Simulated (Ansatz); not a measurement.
Cell and atoms of amorphous Hf18O41Nb2:

```xyz
61
Lattice="9.1799 -0.2860 0.0576 -0.2860 9.2172 -0.1544 0.0576 -0.1544 9.0854" Properties=species:S:1:pos:R:3 pbc="T T T"
Hf     1.2093     8.2213     6.6596
Hf     6.4768     3.6525     0.8925
Hf     3.7283     5.2751     1.7248
Hf     6.3856     7.2486     2.7107
Hf     2.9936     9.0899     1.0418
Hf     7.2179     1.9950     6.2707
Hf    -0.1856     8.2825     0.9524
Hf     1.5425     5.5786     8.4819
Hf     0.0384     5.2681     2.3512
Hf     5.7541     4.3807     4.2409
Hf     6.8388     0.3856     9.0371
Hf     3.3612     2.4107     7.3927
Hf     4.5134     8.7889     6.5590
Hf     1.6613     1.3487     4.1333
Hf     0.8808     4.0023     5.5319
Hf     0.8719     2.3495     1.1386
Hf     5.4127     0.9026     3.3489
Hf     2.7603     7.2185     4.1239
O      6.8154     6.2189     4.7999
O      4.9975     1.6605     6.5477
O      1.2304     8.5592     4.6028
O      0.7697     2.9264     3.1580
O      3.3785     1.1338     2.9055
O      2.7449     0.5253     6.9080
O      7.1953     4.6243     2.7823
O      7.0651     2.3546     8.2643
O      4.6948     3.7213     2.6013
O      1.5632     7.9376     8.7292
O      8.4863     6.9438     2.7142
O      2.5802     1.8000     0.2025
O      0.0217     2.0114     5.5976
O      7.0007     8.0280     0.8300
O      6.2460     2.4237     4.4785
O      6.8361     0.1193     6.9773
O      5.5687     5.6739     0.9728
O      8.3795     7.6559     7.0288
O      0.5106     5.9222     6.6699
O      4.7181     8.4472     1.9659
O      2.8705     7.1158     6.2494
O      8.5491     3.4585     1.0511
O      6.2197     1.7191     1.5732
O      1.3822     5.4504     4.0602
O      4.6184     3.5513     8.7594
O      1.8339     4.5158     1.1526
O     -0.0656     6.2299     0.5052
O      1.1513     0.4677     2.1662
O      4.7363    -0.1057     8.7679
O      5.6434     6.9636     7.0315
O      7.9527     4.0564     5.7647
O      6.9650     5.0186     8.0109
O      4.1157     8.7354     4.5730
O      3.4794     6.0268     8.8241
O      2.5635     2.7596     5.2941
O      1.7544     3.8318     7.4520
O      8.8610     0.6956     0.2075
O      4.7980     4.4824     6.1906
O      2.4139     7.1713     2.0940
O      6.6797     8.9369     3.6325
O      4.5014     6.0967     3.5221
Nb     5.0379     5.3603     7.8597
Nb     7.6248     6.0360     6.4969
```

Calculation: PBE, scalar-relativistic without spin-orbit coupling (plane waves to 420 eV, PAW; Ansatz, a first-principles code).

A CHGNet melt-quench gave the starting glass, which DFT then relaxed. O atoms were pushed apart under 1.9 Å during the dynamics, to hinder bonds among them. The hot cell started wider than the set density and was brought back towards it in steps. It is the lowest in DFT energy of 2 quenches. It is a model cell: composition and starting density were chosen by hand, and all elements were melted together. No dispersion term was used. Its density started from a set value of 8.49 and ended at 8.77 g/cm³. The quench (nominally 300 K/ps over its main leg) was far faster than any real one, so the model tends to hold more defects than a real film. Values belong to this one cell and scatter from quench to quench. Volume and shape were free in the relaxation. On a 2×2×2 Γ-centred mesh force components of up to 0.13 eV/Å stay, since the relaxation ran on the zone centre alone.

Cut-offs for bonds: Hf-Hf 3.34 Å, Hf-O 2.84 Å, Hf-Nb 3.23 Å, O-O 1.58 Å, O-Nb 2.53 Å, Nb-Nb 3.12 Å. Two cations that share two anions don't count as bonded, nor two that share one unless they lie closer than Hf-Hf 3.25 Å, Hf-Nb 3.15 Å, Nb-Nb 3.04 Å.

### Question
Give the coordination numbers, mean bond lengths and angles.

### Answer

```json
{
  "Mean coordination of Hf by anions": "6.61 (9 with 6, 7 with 7, 2 with 8)",
  "Mean coordination of O": "3.20 (2 with 2, 29 with 3, 10 with 4)",
  "Mean coordination of Nb by anions": "6.00 (2 with 6)",
  "Mean Hf-O bond": "2.175 Å (spread 0.164 Å, 119 counted)",
  "Mean O-Nb bond": "2.022 Å (spread 0.139 Å, 12 counted)",
  "Bond angle at Hf": "mean 101.9°, spread 29.7°",
  "Bond angle at O": "mean 112.5°, spread 19.4°",
  "Bond angle at Nb": "mean 103.3°, spread 28.6°"
}
```

### Question
List the pairs of like atoms that count as bonded by the rules above.

### Answer
There are none by these rules.
